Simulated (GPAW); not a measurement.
Input and output of a self-consistent single point for BeS (F-43m, 2 atoms in the cell) (GPAW).

Level of theory: PBE, GPAW PAW datasets PBE (gpaw-data 1.0.1) (plane waves; GPAW 25.7.0).

The change in words: lattice scaled by 0.98. Reference geometry:
```yaml
crystal:
  lattice:
    - [0.00000, 2.39594, 2.39594]
    - [2.39594, 0.00000, 2.39594]
    - [2.39594, 2.39594, 0.00000]
  atoms:
    - { symbol: Be, position: [0.00000, 0.00000, 0.00000] }
    - { symbol: S, position: [0.75000, 0.75000, 0.75000] }
```

Reference input (self-consistent single point, DFT PBE, plane waves, GPAW PAW datasets PBE (gpaw-data 1.0.1)): mode = pw; ecut = 800 eV; xc = PBE; kpts = 8 8 8; mesh shift (steps) = 0 0 0; occupations.name = fixed-uniform; nbands = -8; convergence.forces = 0.001 eV/Å; convergence.bands = -6; symmetry.symmorphic = false; symmetry.tolerance = 0.0005; maxiter = 120. This run's input differs from it in these lines:

```diff
@@ -5,5 +5,5 @@
 atoms = Atoms(['Be', 'S'],
-              cell=[[0.000000, 2.395944, 2.395944],
-                    [2.395944, 0.000000, 2.395944],
-                    [2.395944, 2.395944, 0.000000]],
+              cell=[[0.000000, 2.348025, 2.348025],
+                    [2.348025, 0.000000, 2.348025],
+                    [2.348025, 2.348025, 0.000000]],
               scaled_positions=[[0.000000, 0.000000, 0.000000],
```

Output (repeated stretches shortened):

```
     iter     time        total  log10-change:
                         energy   eigst   dens  force
iter:   1 --:--:--    -9.970279   +1.10
iter:   2 --:--:--    -9.950025   -0.44  -0.91
iter:   3 --:--:--    -9.808292   -1.45  -0.93
iter:   4 --:--:--    -9.805486   -2.97  -1.68
iter:   5 --:--:--    -9.801775   -2.69  -1.70
iter:   6 --:--:--    -9.800690   -3.88  -2.16
iter:   7 --:--:--    -9.800657c  -4.32  -2.14
iter:   8 --:--:--    -9.800605c  -5.12  -2.83
iter:   9 --:--:--    -9.800605c  -6.97  -3.60
iter:  10 --:--:--    -9.800607c  -6.79  -3.64
iter:  11 --:--:--    -9.800606c  -7.01  -3.80
iter:  12 --:--:--    -9.800606c  -9.04c -5.02c
iter:  13 --:--:--    -9.800606c -10.67c -5.13c -15.90c
Converged after 13 iterations.

Dipole moment: (3.496267, 3.496267, 3.496267) |e|*Ang

Energy contributions relative to reference atoms: (reference = -11255.804871)

Kinetic:        +18.181481
Potential:      -15.730755
External:        +0.000000
XC:             -12.274979
Entropy (-ST):   +0.000000
Local:           +0.023647
SIC:             +0.000000
--------------------------
Free energy:     -9.800606
Extrapolated:    -9.800606

Showing only first 2 kpts
 Kpt  Band  Eigenvalues  Occupancy
  0     2      5.80050    2.00000
  0     3      5.80050    2.00000
  0     4     11.37492    0.00000
  0     5     11.37492    0.00000

  1     2      5.10628    2.00000
  1     3      5.10628    2.00000
  1     4     10.93562    0.00000
  1     5     12.46231    0.00000

Fermi level: 7.23062

Gap: 2.860 eV
Transition (v -> c):
   [... lines left out ...]
Direct/indirect transitions are different
Direct gap: 5.574 eV
Transition at: (s=0, k=0, n=3, [0.00, 0.00, 0.00])
Energy (eV): -9.800606

Forces in eV/Ang:
  0 Be    0.00000   -0.00000   -0.00000
  1 S    -0.00000    0.00000   -0.00000

Stress tensor:
    -0.087299    -0.000000     0.000000
    -0.000000    -0.087299     0.000000
     0.000000     0.000000    -0.087299
Stress (GPa, Voigt): [-13.9869 -13.9869 -13.9869   0.       0.      -0.    ]
```

The run converged in 13 iterations. GPAW prints stress with tension positive. Against the reference run the free energy goes up by 50.2 meV/atom, the pressure goes from 6.17 to 13.99 GPa and the gap on the mesh goes from 3.017 to 2.860 eV.

The starting cell comes from a database of computed structures (which also holds hypothetical and non-ambient phases and stackings), without a prior relaxation at this level. Its lattice was rescaled by a random factor within 2.5 % of one. For this run, on top of that: lattice scaled by 0.98. With a pressure of about 14 GPa the cell is away from its equilibrium volume at this level.
